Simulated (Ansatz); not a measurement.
Defect migration in silicon: interstitial Be, charge state +2. The step: one Be atom jumps by itself; the atom moves 2.36 Å along (0.25, -0.25, -0.25) of the unit cell; the moving atom starts with neighbours 4 Si at 2.42, 3 Si at 2.74, 3 Si at 2.75 Å and ends with 4 Si at 2.42, 3 Si at 2.74, 3 Si at 2.75 Å. DFT values are from Ansatz (plane-wave PAW, 420 eV unless said) in a cell of 64 host sites, spin-restricted, static, with no finite-size correction. The charge state is imposed; whether it is stable for some Fermi level was not computed. Sites that were not tried may lie lower. For the PBE band: the saddle point's order was not checked, and it lies on a symmetry element of the cell, where a band can be held.

```
Level                                                                           Forward barrier (eV)  Cost of the band or of the saddle's single point
------------------------------------------------------------------------------  --------------------  ------------------------------------------------
PBE, a 2×2×2 k-point mesh shifted by half a step, band relaxed                                  0.06                           roughly 15 core-minutes
PBE, a 3×3×3 k-point mesh shifted by half a step, same geometries                               0.07                   around 2.2 core-minutes (rough)
r2SCAN at 500 eV, a 2×2×2 k-point mesh shifted by half a step, same geometries                  0.01                           roughly 80 core-seconds
```

Ansatz is a first-principles code.
